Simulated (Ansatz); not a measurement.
**TeO$_{2}$ (space group P4_12_12, No. 92)**

TeO2 has the tetragonal space group P4₁2₁2 (No. 92), Pearson symbol tP12. Cell: a = 4.8366 Å, b = 4.8366 Å, c = 7.4692 Å, α = 90.00°, β = 90.00°, γ = 90.00°. Te on 4a is coordinated by 2 O at 1.911 Å and 2 O at 2.136 Å. O on 8b is surrounded by 1 Te at 1.911 Å and 1 Te at 2.136 Å (bent). (Neighbours: up to the widest gap in distance over summed covalent radii, below 1.35, at either atom.)

Method: PBEsol (Ansatz, a quantum-chemistry and plane-wave program, PAW, no spin-orbit coupling). k-mesh 6×6×4 (Γ-centred); smearing 0.05 eV (Fermi–Dirac).

Volume per atom: 14.56 Å³
Density: 6.07 g/cm³
Band gap: 2.87 eV, indirect, k = (0, 1/3, 1/4) in the run's primitive reciprocal basis → M–Γ (50 % along)
Total energy: -2673.754 eV/atom (σ→0; compares only within this code and set-up)

With Te present, leaving out spin-orbit coupling can change the band edges. Stability against distortions was not tested.
